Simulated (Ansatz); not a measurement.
## Ge2Sb2Te5: pressure series

Start from Ge₂Sb₂Te₅ (space group P-3m1, No. 164; a = 4.294 Å, c = 17.636 Å).

Cell and atoms are relaxed at each pressure.

Method: PBE (Ansatz, a quantum-chemistry and plane-wave program), no spin-orbit coupling, earlier PAW set.

Two rows of this table had their results exchanged by mistake.

```csv
pressure,volume per atom (Å³),shortest distance (Å),band gap
pressure 0.9 GPa,30.14,2.983,0.30 eV
pressure 2.1 GPa,29.25,2.961,0.15 eV
pressure 4.5 GPa,27.96,2.922,zero
pressure 9 GPa,26.22,2.861,zero
pressure 15 GPa,21.40,2.680,zero
pressure 22.5 GPa,22.61,2.724,zero
pressure 30 GPa,24.49,2.795,zero
```

Which two?

The rows for pressure 15 GPa and pressure 30 GPa: the volume has to fall steadily with pressure, so 24.49 Å³ belongs to pressure 15 GPa and 21.40 Å³ to pressure 30 GPa.

The mesh was chosen for an insulator and is coarse for the gapless case. With Sb and Te present, leaving out spin-orbit coupling can change the band edges. Load acts through the strain it causes; cell and atoms are relaxed under it. No phonon test of stability was made. Competing high-pressure phases were not computed. All final runs are without spin polarisation. The zero or small gap of Ge2Sb2Te5 under pressure 0.9 GPa, Ge2Sb2Te5 under pressure 2.1 GPa, Ge2Sb2Te5 under pressure 4.5 GPa and Ge2Sb2Te5 under pressure 9 GPa can change with the level of theory.
